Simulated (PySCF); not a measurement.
PySCF 2.14.0, PBE/def2-svp, df: CN(C)[SiH2][Si](O)(O)O, 19 atoms. The geometry is a generated start, not checked to be a minimum at this level.

- task = energy
- method = pbe
- basis = def2-svp
- two-electron scheme = density fitting
- mol.max_memory = 3000 MB
- mf.max_cycle = 100
- mf.init_guess = minao (default)
- mf.DIIS = CDIIS (default)
- mf.diis_space = 8 (default)
- mf.conv_tol = 1e-09 (default)
- mf.grids.level = 3 (default)
- basis functions = 175
- grid points = 230632

```xyz
19

Si     1.8662    -0.5673     0.5730
O      2.5307    -0.3132     2.0365
O      2.9569    -0.3434    -0.6367
O      1.5413    -2.1643     0.4603
Si     0.1467     0.9239     0.6029
N     -1.1374     0.4384    -0.4391
C     -1.6178    -0.9190    -0.5258
C     -2.1450     1.3874    -0.8337
H      3.1520    -0.9405     2.3989
H      3.3432     0.5156    -0.7706
H      1.5823    -2.5748    -0.3984
H     -0.2908     1.2451     1.9820
H      0.5494     2.2303     0.0357
H     -0.8515    -1.6107    -0.1884
H     -1.8809    -1.1558    -1.5624
H     -2.5132    -1.0683     0.0904
H     -1.7283     2.3893    -0.8110
H     -3.0140     1.3589    -0.1654
H     -2.4898     1.1685    -1.8484
```

One run each on 2 threads, 1 BLAS thread. Values of level_shift (Hartree) tried: 0 (default), 0.1, 0.3, 1.

Problem. How does the count of Fock builds change with level_shift (Hartree), and where is it least?

Solution. Fewest Fock builds, within one of each other: 0 (default) with 14, 0.1 with 13. The count rises to 43 at 1. All converge to one solution.

| level_shift (Hartree) | Fock builds | end |
|---|---|---|
| 0 (default) | 14 | same solution |
| 0.1 | 13 | same solution |
| 0.3 | 16 | same solution |
| 1 | 43 | same solution |
